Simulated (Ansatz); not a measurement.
Input and output of a self-consistent single point for KNbSi₂O₇ (P4bm, 44 atoms in the cell) (Ansatz, an electronic-structure program).

Method of the run: PBEsol, default PAW files made with PBE (plane waves; Ansatz).

```
KNbSi2O7
1.0
    8.87739     0.00000     0.00000
    0.00000     8.87739     0.00000
    0.00000     0.00000     8.27439
K Nb Si O
4 4 8 28
Direct
  0.17807   0.67807   0.99188
  0.32193   0.17807   0.99188
  0.82193   0.32193   0.99188
  0.67807   0.82193   0.99188
  0.50000   0.50000   0.72047
  0.00000   0.00000   0.72047
  0.50000   0.50000   0.21774
  0.00000   0.00000   0.21774
  0.12386   0.37614   0.69303
  0.62386   0.12386   0.69303
  0.87614   0.62386   0.69303
  0.37614   0.87614   0.69303
  0.87650   0.62350   0.30282
  0.37650   0.87650   0.30282
  0.12350   0.37650   0.30282
  0.62350   0.12350   0.30282
  0.42349   0.71198   0.76293
  0.28802   0.42349   0.76293
  0.57651   0.28802   0.76293
  0.71198   0.57651   0.76293
  0.07651   0.21198   0.76293
  0.21198   0.92349   0.76293
  0.92349   0.78802   0.76293
  0.78802   0.07651   0.76293
  0.92363   0.78721   0.23270
  0.21279   0.92363   0.23270
  0.07637   0.21279   0.23270
  0.78721   0.07637   0.23270
  0.57637   0.28721   0.23270
  0.28721   0.42363   0.23270
  0.42363   0.71279   0.23270
  0.71279   0.57637   0.23270
  0.61978   0.11978   0.49785
  0.88022   0.61978   0.49785
  0.38022   0.88022   0.49785
  0.11978   0.38022   0.49785
  0.00000   0.50000   0.76384
  0.50000   0.00000   0.76384
  0.00000   0.50000   0.23156
  0.50000   0.00000   0.23156
  0.50000   0.50000   0.50263
  0.00000   0.00000   0.50263
  0.50000   0.50000   0.99890
  0.00000   0.00000   0.99890
```

Reference input (self-consistent single point, DFT, PBEsol, plane waves, default PAW files made with PBE): basis.ecutwfc = 420 eV; kpoints.mp_grid.grid = 3 3 3; hamiltonian.xc = pbesol; hamiltonian.pseudopotentials = {kind: paw} (the program's default PAW files); scf.occupations.method = fixed. This run's input differs from it in these lines:

Ansatz 0.2 input:
```diff
@@ -56,2 +56,3 @@
     grid: [3, 3, 3]
+    shift: [0.0, 0.0, 0.5]
 hamiltonian:
```

Output, abridged:

```
SCF iter   1: F=—  HF=-44771.265942 eV  |F-HF|=—  |Δ(HF+E_count)|=         —  Δρ=1.41e-2  dr2=1.14e0  ethr=1.77e-3  ⟨swp⟩=4.0  Hψ=4252  notcnv=0  defer=234
all-band conjugate gradients solve this SCF's bands
preconditioner: auto → Resta (q_TF=auto, 2.381 Å⁻¹)
SCF iter   2: F=—  HF=-44771.047382 eV  |F-HF|=—  |Δ(HF+E_count)|=   2.19e-1  Δρ=5.74e-3  dr2=2.20e-1  ethr=3.95e-4  ⟨swp⟩=2.0  Hψ=1921  notcnv=0  defer=245
   [... lines left out ...]
SCF iter   8: F=—  HF=-44771.007952 eV  |F-HF|=—  |Δ(HF+E_count)|=   1.05e-3  Δρ=2.79e-5  dr2=8.15e-6  ethr=1.22e-8  ⟨swp⟩=2.0  Hψ=1626  notcnv=0  defer=226
SCF iter   9: F=—  HF=-44771.007966 eV  |F-HF|=—  |Δ(HF+E_count)|=   1.44e-5  Δρ=7.92e-6  dr2=4.98e-7  ethr=2.83e-9  ⟨swp⟩=2.0  Hψ=1630  notcnv=0  defer=226
SCF iter  10: F=—  HF=-44771.007967 eV  |F-HF|=—  |Δ(HF+E_count)|=   1.21e-6  Δρ=5.33e-6  dr2=1.65e-7  ethr=3.47e-11  ⟨swp⟩=17.7  Hψ=7806  notcnv=0
SCF iter  11: F=-44771.007967 eV  HF=-44771.007967 eV  |F-HF|=9.47e-9  |Δ(HF+E_count)|=   1.14e-7  Δρ=2.96e-6  dr2=5.47e-8  ethr=3.47e-11  ⟨swp⟩=5.0  Hψ=3980  notcnv=0
SCF 1 converged in 11 iterations: F = -44771.007967 eV  dr2 = 5.47e-8
Free energy (F): -44771.007967 eV
Internal energy: -44771.007967 eV  (E = F + TS)
E sigma→0 (E₀):  -44771.007967 eV
Fermi energy:    3.584644 eV
--- Forces (eV/Å), atoms counted from 1 ---
  atom   1  K      0.03579808     0.03579808    -0.02067339
  atom   2  K     -0.03579808     0.03579808    -0.02067339
  atom   3  K     -0.03579808    -0.03579808    -0.02067339
  atom   4  K      0.03579808    -0.03579808    -0.02067339
  atom   5  Nb    -0.00000000     0.00000000    -0.37893838
   [... 35 lines left out ...]
  atom  41  O     -0.00000000    -0.00000000     0.83290724
  atom  42  O     -0.00000000     0.00000000     0.83290724
  atom  43  O      0.00000000    -0.00000000     0.73758873
  atom  44  O      0.00000000     0.00000000     0.73758873
--- Stress (GPa, compression-positive) ---
       -4.629582       0.000000      -0.000000
        0.000000      -4.629582       0.000000
       -0.000000       0.000000      -4.946251
  P = ⅓ Tr σ = -4.7351 GPa (-47.351 kbar)
  The stress holds the Pulay correction. Without it, at fixed plane waves, as pw.x and ABINIT print it: P = -5.2652 GPa
```

The run converged in 11 iterations. Against the reference run the free energy hardly moves (within 1 meV/atom), the pressure moves little (-4.73 to -4.74 GPa), the largest force moves little (0.835 to 0.833 eV/Å) and the gap on the mesh goes from 3.467 to 3.501 eV.

The starting cell comes from a database of computed structures (which also holds hypothetical and non-ambient phases and stackings), without a prior relaxation at this level. Ansatz's pressure includes its estimate of the finite-basis (Pulay) stress. Without the estimate this run gives -5.27 GPa. The shifted mesh does not hold Γ, so a gap read on it misses any band edge there.

Cost on one core of a shared machine: roughly 2 min.
